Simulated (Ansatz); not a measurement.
Worked example: self-consistent single point of a (001) slab of MgAl2 (cut from a parent of space group no. 164; 3 atoms in the cell) in Ansatz (a program for electronic structure).

Method: PBEsol, default PAW files made with PBE (plane waves; Ansatz).

The change in words: vacuum of 8 angstrom (first run: 14 Å); efield.axis: default → 3; efield.dipole_correction: default → true. Reference geometry:
```
CELL_PARAMETERS angstrom
      2.94868     0.00000     0.00000
     -1.47434     2.55363     0.00000
      0.00000     0.00000    18.97480
ATOMIC_POSITIONS crystal
  Mg 0.00000 0.00000 0.50000
  Al 0.33333 0.66667 0.36891
  Al 0.66667 0.33333 0.63109
```

Reference input (self-consistent single point, DFT, PBEsol, plane waves, default PAW files made with PBE): basis.ecutwfc = 30.9 Ry; kpoints.mp_grid.grid = 12 12 1; hamiltonian.xc = pbesol; hamiltonian.pseudopotentials = {kind: paw} (the program's default PAW files); scf.occupations.method = fermi_dirac; scf.occupations.width = 0.0073 Ry. This run's input differs from it in these lines:

Ansatz 0.2 input:
```diff
@@ -4,7 +4,7 @@
     - [-1.474340, 2.553632, 0.000000]
-    - [0.000000, 0.000000, 18.974803]
+    - [0.000000, 0.000000, 12.974814]
   atoms:
     - { symbol: Mg, position: [0.000000, 0.000000, 0.500000] }
-    - { symbol: Al, position: [0.333333, 0.666667, 0.368910] }
-    - { symbol: Al, position: [0.666667, 0.333333, 0.631090] }
+    - { symbol: Al, position: [0.333333, 0.666667, 0.308290] }
+    - { symbol: Al, position: [0.666667, 0.333333, 0.691710] }
 basis:
@@ -18,2 +18,5 @@
     kind: paw
+efield:
+  axis: 3
+  dipole_correction: true
 scf:
@@ -25,3 +28,2 @@
   eigenvalues: true
-  stress: true
```

Log, with long lists cut:

```
SCF iter   1: F=—  HF=-2960.135353 eV  |F-HF|=—  |Δ(HF+E_count)|=         —  Δρ=2.78e-3  dr2=9.86e-2  ethr=1.77e-3  p=0.000 e·Å  D=2.74e-14 V/Å  ΔV_dip=-0.00 eV  dr2_dipole=1.09e-8  V_vac-E_F(+/−)=4.45/4.48 eV  ⟨swp⟩=6.9  Hψ=1686  notcnv=0
all-band conjugate gradients solve this SCF's bands
efield: sawtooth ramp at fractional position 0.9500 (placed from the atoms, in the widest stretch of the axis that holds none …
   [... lines left out ...]
WARN: efield: at this solve's end the planar-averaged density reaches 4.22e-3 e/Å³ inside the ramp window [0.8729, 0.1271] (bound 1e-5 e/Å³) …
SCF 1 converged in 6 iterations: F = -2960.122857 eV  dr2 = 6.70e-9
Free energy (F): -2960.122857 eV
Internal energy: -2960.077155 eV  (E = F + TS)
E sigma→0 (E₀):  -2960.100006 eV
Entropy (-TS):   -0.045702 eV (-15.234 meV/atom)
Fermi energy:    2.255013 eV
Dipole field:    D = 0.000001 V/Å  (p = 0.000001 e·Å, saw-weighted, corrected)
Work function:   Φ+ = withheld (plateau slope 3.4e-1 eV/Å)   Φ− = withheld (plateau slope 2.3e-1 eV/Å)
Levels:          The Fermi level and band energies are counted from a zero that moves with the ramp; work functions are not
Vacuum region:   at the solve's end the planar-averaged density reaches 4.22e-3 e/Å³ inside the ramp window [0.8729, 0.1271] (bound 1e-5 e/Å³)
--- Forces (eV/Å), atoms counted from 1 ---
  atom   1  Mg    -0.00000000    -0.00000000    -0.00000008
  atom   2  Al     0.00000000     0.00000000     0.01537014
  atom   3  Al    -0.00000000    -0.00000000    -0.01537031
```

The run converged in 6 iterations. Against the reference run the free energy rises by 1.6 meV/atom and the largest force goes from 0.010 to 0.015 eV/Å.

The starting cell comes from a database of computed structures (which also holds hypothetical and non-ambient phases and stackings), without a prior relaxation at this level. The slab is cut from that crystal, and its faces are unrelaxed. Its lattice was rescaled by up to half a per cent.
